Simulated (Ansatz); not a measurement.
Base system: Ge in the diamond structure (space group Fd-3m, No. 227; a = 5.6744 Å). Axes: x, y, z lie along the cube axes.

The values are results of r2SCAN (Ansatz, a first-principles code, PAW, without spin-orbit coupling), not measurements.

Base values:

- Valence-band top at Γ = 0.00, 0.00, 0.00 eV
- Gap character = direct at Γ
- Band gap = 0.36 eV

It is then changed as follows: the cell is compressed by 3.00 % along z with no lateral relaxation; the atoms relax in the strained cell.

Question: What happens to the valence-band top at Γ, gap character, stress, band gap and hole mass?

Answer: The valence-band top at Γ (three highest levels, from the VBM) changes from 0.00, 0.00, 0.00 eV to 0.00, -0.25, -0.25 eV; the gap character goes from direct at Γ to indirect, Γ → N; the stress (xx, yy, zz, yz, xz, xy; compression positive) amounts to (1.52, 1.52, 3.96, 0.00, 0.00, 0.00) GPa; the band gap stays 0.36 eV; the hole mass amounts to 0.023 mₑ along z, 0.19 mₑ across (at Γ).

Masses are band curvatures over ±0.01 Å⁻¹ around the edge. Whether these cells are dynamically stable was not tested. The real Ge has an indirect gap at ambient pressure; r2SCAN orders its close-lying valleys differently. k-point labels follow each cell's own Brillouin zone.
